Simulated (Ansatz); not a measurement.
Consider the following.

```xyz
2
Lattice="0.0000 2.7456 2.7456 2.7456 0.0000 2.7456 2.7456 2.7456 0.0000" Properties=species:S:1:pos:R:3 pbc="T T T"
Ge     0.0000     0.0000     0.0000
Ge     1.3728     1.3728     1.3728
```

All values below come from r2SCAN with spin-orbit coupling, rigid bands (plane waves, PAW; Ansatz, a program for electronic structure). Condition of this run: hydrostatic pressure of 8.4 GPa (compression positive) (the target of the relaxation). Geometry: cell and atoms relaxed with PBEsol, then loaded as said.

What conductivity effective mass do dilute holes have at 300 K?

0.23 mₑ.

Predict the electron conductivity mass (n e² τ/σ) at 300 K, by direction if it differs.

0.26 mₑ.

And the band gap?

0.55 eV at this level; semilocal functionals usually fall short of the measured gap.

Rigid bands, one relaxation time for all states, no polarons. Geometry: cell and atoms relaxed with PBEsol.
